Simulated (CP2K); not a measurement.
## Worked example: self-consistent single point of Al (Fm-3m, 1 atom in the cell) in CP2K

Method of the run: PBEsol, GPW, DZVP-MOLOPT-SR-GTH basis, GTH-PBE potentials (GTH_POTENTIALS) in CP2K.

Input:

```
&GLOBAL
  PROJECT al
  RUN_TYPE ENERGY_FORCE
  PRINT_LEVEL MEDIUM
&END GLOBAL
&FORCE_EVAL
  METHOD Quickstep
  STRESS_TENSOR ANALYTICAL
  &DFT
    BASIS_SET_FILE_NAME BASIS_MOLOPT
    POTENTIAL_FILE_NAME GTH_POTENTIALS
    &QS
      METHOD GPW
      EPS_DEFAULT 1E-10
    &END QS
    &MGRID
      CUTOFF 400
      REL_CUTOFF 60
      NGRIDS 4
    &END MGRID
    &SCF
      SCF_GUESS ATOMIC
      EPS_SCF 1E-7
      MAX_SCF 100
      ADDED_MOS 4
      &DIAGONALIZATION
        ALGORITHM STANDARD
      &END DIAGONALIZATION
      &MIXING
        METHOD BROYDEN_MIXING
        ALPHA 0.3
        NBUFFER 12
        BETA 1.5
      &END MIXING
      &SMEAR ON
        METHOD METHFESSEL_PAXTON
        SIGMA [eV] 0.272
      &END SMEAR
    &END SCF
    &KPOINTS
      SCHEME MONKHORST-PACK 14 14 14
      GAMMA_CENTERED T
    &END KPOINTS
    &XC
      &XC_FUNCTIONAL
        &PBE
          PARAMETRIZATION PBESOL
        &END PBE
      &END XC_FUNCTIONAL
    &END XC
    &PRINT
      &MO
        EIGENVALUES T
        OCCUPATION_NUMBERS T
        NDIGITS 8
        FILENAME mo
        &EACH
          QS_SCF 0
        &END EACH
        ADD_LAST NUMERIC
      &END MO
      &MULLIKEN ON
      &END MULLIKEN
    &END PRINT
  &END DFT
  &SUBSYS
    &CELL
      A 2.89879400 0.00000000 0.00000000
      B 1.44939700 2.51042900 0.00000000
      C 1.44939700 0.83681000 2.36685600
      PERIODIC XYZ
    &END CELL
    &COORD
      SCALED
      Al       0.00000000     0.00000000     0.00000000
    &END COORD
    &KIND Al
      BASIS_SET DZVP-MOLOPT-SR-GTH
      POTENTIAL GTH-PBE-q3
    &END KIND
  &END SUBSYS
  &PRINT
    &FORCES ON
    &END FORCES
    &STRESS_TENSOR ON
    &END STRESS_TENSOR
  &END PRINT
&END FORCE_EVAL
```

The program printed (abridged):

```
 GLOBAL| Method name                                                        CP2K
 GLOBAL| Project name                                                         al
 GLOBAL| Run type                                                   ENERGY_FORCE

 CELL| Volume [angstrom^3]:                                            17.224124
 CELL| Vector a [angstrom]:       2.899     0.000     0.000   |a| =     2.898794
 CELL| Vector b [angstrom]:       1.449     2.510     0.000   |b| =     2.898794
 CELL| Vector c [angstrom]:       1.449     0.837     2.367   |c| =     2.898795
 CELL| Angle (b,c), alpha [degree]:                                    60.000001
 CELL| Angle (a,c), beta  [degree]:                                    60.000007
 CELL| Angle (a,b), gamma [degree]:                                    59.999998
 CELL| Numerically orthorhombic:                                              NO
 CELL| Periodicity                                                           XYZ

 DFT| Spin restricted Kohn-Sham (RKS) calculation                            RKS
 DFT| Multiplicity                                                             2
 DFT| Number of spin states                                                    1
 DFT| Charge                                                                   0
 DFT| XC density smoothing                                                  NONE
 DFT| XC derivatives                                                          PW

 QS| Method:                                                                 GPW
 QS| Density plane wave grid type                        NON-SPHERICAL FULLSPACE
 QS| Number of grid levels:                                                    4
 QS| Density cutoff [a.u.]:                                                200.0
 QS| Multi grid cutoff [a.u.]: 1) grid level                               200.0
   [... lines left out ...]
 BRILLOUIN| Wavefunction type                                            COMPLEX
 BRILLOUIN| List of Kpoints [2 Pi/Bohr]                                     1376
 BRILLOUIN| Number           Weight            X              Y              Z
 BRILLOUIN|     1           0.00073       -0.42857       -0.42857       -0.42857
 BRILLOUIN|     2           0.00073       -0.42857       -0.42857       -0.35714
 BRILLOUIN|     3           0.00073       -0.42857       -0.42857       -0.28571
   [... 1373 lines left out ...]
 *******************************************************************************

 Extrapolation method: initial_guess

 Re-scaling the density matrix to get the right number of electrons
                  # Electrons              Trace(P)               Scaling factor
                            3                 3.000                        1.000

 Number of electrons:                                                          3
 Number of occupied orbitals:                                                  2
 Number of molecular orbitals:                                                 6

 Number of orbital functions:                                                 13
 Number of independent orbital functions:                                     13
 SCF WAVEFUNCTION OPTIMIZATION

  Step     Update method      Time    Convergence         Total energy    Change
     1 NoMix/Diag. 0.30E+00      -     0.93718285        -2.1927052317 -2.19E+00
     2 Broy./Diag. 0.30E+00      -     0.00522113        -2.1618463132  3.09E-02
     3 Broy./Diag. 0.30E+00      -     0.02661414        -2.0822879259  7.96E-02
     4 Broy./Diag. 0.30E+00      -     0.00182138        -2.0743877297  7.90E-03
     5 Broy./Diag. 0.30E+00      -     0.00096861        -2.0694186877  4.97E-03
     6 Broy./Diag. 0.30E+00      -     0.00011451        -2.0694559333 -3.72E-05
     7 Broy./Diag. 0.30E+00      -     0.00008224        -2.0693936524  6.23E-05
     8 Broy./Diag. 0.30E+00      -     0.00000880        -2.0694046998 -1.10E-05
     9 Broy./Diag. 0.30E+00      -     0.00000188        -2.0694115604 -6.86E-06
    10 Broy./Diag. 0.30E+00      -     0.00000402        -2.0694137971 -2.24E-06
    11 Broy./Diag. 0.30E+00      -     0.00000087        -2.0694140750 -2.78E-07
    12 Broy./Diag. 0.30E+00      -     0.00000029        -2.0694140782 -3.16E-09
    13 Broy./Diag. 0.30E+00      -     0.00000009        -2.0694141123 -3.42E-08
  *** SCF run converged in    13 steps ***

  Electronic density on regular grids:         -3.0000000000        0.0000000000
  Core density on regular grids:                2.9999999992       -0.0000000008
  Total charge density on r-space grids:       -0.0000000008
  Total charge density g-space grids:          -0.0000000008

  Overlap energy of the core charge distribution:               0.00000000000000
  Self energy of the core charge distribution:                 -5.64189583547756
  Core Hamiltonian energy:                                      1.15965935674133
  Hartree energy:                                               3.20499848532845
  Exchange-correlation energy:                                 -0.79213086209269
  Smearing free energy correction:                             -0.00004525682885
  Fermi energy:                                                 0.24451083012462

  Total energy:                                                -2.06941411233331

                     Mulliken Population Analysis

 #  Atom  Element  Kind  Atomic population                           Net charge
       1     Al       1          3.000000                              0.000000
 # Total charge                              3.000000                  0.000000

 ENERGY| Total FORCE_EVAL ( QS ) energy [hartree]             -2.069414116370712

 FORCES| Atomic forces [hartree/bohr]
 FORCES|   Atom     x               y               z               |f|
 FORCES|      1 -1.35619722E-16  2.49679170E-16 -6.41035876E-16   7.01184277E-16
 FORCES| Sum    -1.35619722E-16  2.49679170E-16 -6.41035876E-16
 FORCES| Total atomic force                                       7.01184277E-16

 STRESS| Analytical stress tensor [bar]
 STRESS|                        x                   y                   z
 STRESS|      x       -3.50506630508E+04  -2.10522862931E-03  -1.48862555777E-03
 STRESS|      y       -2.10522862931E-03  -3.50494109670E+04   3.01011085035E-01
 STRESS|      z       -1.48862555777E-03   3.01011085035E-01  -3.50501522494E+04
 STRESS| 1/3 Trace                                            -3.50500754224E+04
```

The run converged in 13 iterations.

The starting cell comes from a database of computed structures (which also holds hypothetical and non-ambient phases and stackings), without a prior relaxation at this level. Its lattice was rescaled by a random factor within 2.5 % of one. Values carry the incompleteness of an atom-centred basis. The potentials were made for another functional than the one used. With a pressure of about -4 GPa the cell is away from its equilibrium volume at this level.

Cost on one core of a shared machine: roughly 70 s.
